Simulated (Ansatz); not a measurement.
# AlCu (space group C2/m, No. 12)

```yaml
crystal:
  lattice:
    - [5.97605, -2.03048, 0.00000]
    - [5.97605, 2.03048, 0.00000]
    - [-3.90277, 0.00000, 5.60677]
  atoms:
    - { symbol: Cu, position: [0.00000, 0.00000, 0.00000] }
    - { symbol: Cu, position: [0.25813, 0.25813, 0.23902] }
    - { symbol: Cu, position: [0.74187, 0.74187, 0.76098] }
    - { symbol: Cu, position: [0.10932, 0.10932, 0.77239] }
    - { symbol: Cu, position: [0.89068, 0.89068, 0.22761] }
    - { symbol: Al, position: [0.50000, 0.50000, 0.50000] }
    - { symbol: Al, position: [0.15535, 0.15535, 0.45983] }
    - { symbol: Al, position: [0.84465, 0.84465, 0.54017] }
    - { symbol: Al, position: [0.37751, 0.37751, 0.99422] }
    - { symbol: Al, position: [0.62249, 0.62249, 0.00578] }
```

Method: DFT with PBEsol, PAW potentials and a 420 eV plane-wave cutoff in Ansatz (a quantum-chemistry and plane-wave program), spin-orbit coupling left out. Settings: 12×12×9 k-points, 0.05 eV Fermi–Dirac smearing.

```json
{
 "volume_per_atom": "13.61 Å³",
 "density": "5.52 g/cm³",
 "band_gap": "zero",
 "total_energy": "-3556.892 eV/atom (σ→0; compares only within this code and set-up)"
}
```

Stability against distortions was not tested. The final runs are not spin-polarised.
